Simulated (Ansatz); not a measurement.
# Effect of isotropic strain −2.50 % on W

Base system: W in the bcc (W type) structure (space group Im-3m, No. 229; a = 3.169 Å; relaxed with 0.1 eV smearing).

The change: every lattice vector is shortened by 2.50 %; the atoms relax in the strained cell.

Method: r2SCAN (Ansatz, a first-principles code), without spin-orbit coupling. Settings: 29×29×29 k-points, 0.1 eV Fermi–Dirac smearing.

| quantity | base | changed | shift |
|---|---|---|---|
| volume per atom | 15.91 Å³ | 14.75 Å³ | -1.16 Å³ |
| energy relative to the base (free energy F) | 0 meV/atom | +96 meV/atom | +96 meV/atom |
| pressure | 0.0 GPa | 28.3 GPa | +28.3 GPa |
| band gap | zero | zero | – |

Final structure:

```
CELL_PARAMETERS angstrom
     -1.54481     1.54481     1.54481
      1.54481    -1.54481     1.54481
      1.54481     1.54481    -1.54481
ATOMIC_POSITIONS crystal
  W  0.00000 0.00000 0.00000
```

No phonon test of stability was made. All final runs are without spin polarisation.
